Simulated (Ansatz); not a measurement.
We consider L1₀ (CuAu-type) CuAu, described by LC-ωPBE (plane waves, PAW; Ansatz, an electronic-structure program).

Run with plane-wave cutoff 460 eV, 10×10×8 k mesh (along the axes of the cell as run), Fermi–Dirac smearing 0.05 eV, no spin polarisation, scalar-relativistic PAW data made under PBE.

Computed at the level's own relaxed cell.

Q: What does this level give for the lattice parameter a (two-atom tetragonal cell) and lattice parameter c (two-atom tetragonal cell)?

A: 
* **lattice parameter a (two-atom tetragonal cell)**: 2.899 Å
* **lattice parameter c (two-atom tetragonal cell)**: 3.400 Å

Measured, for comparison: lattice constant a 2.8 Å (temperature not stated, not corrected to a static lattice; as tabulated in Nepal et al. (2019), arXiv:1905.09348); lattice parameter c 3.67 Å (temperature not stated, not corrected to a static lattice; as tabulated in Mehl et al. (2016), arXiv:1607.02532). Computed (rounded) less measured: lattice constant a +3.5 %, lattice parameter c -7.4 %.

Note: the run has no spin polarisation, so it can have missed a magnetic state.

Spin–orbit coupling is not included; it can shift volumes and moduli of such heavy elements.

Static lattice: no zero-point or thermal effects.

The result took very roughly 60 core-minutes.
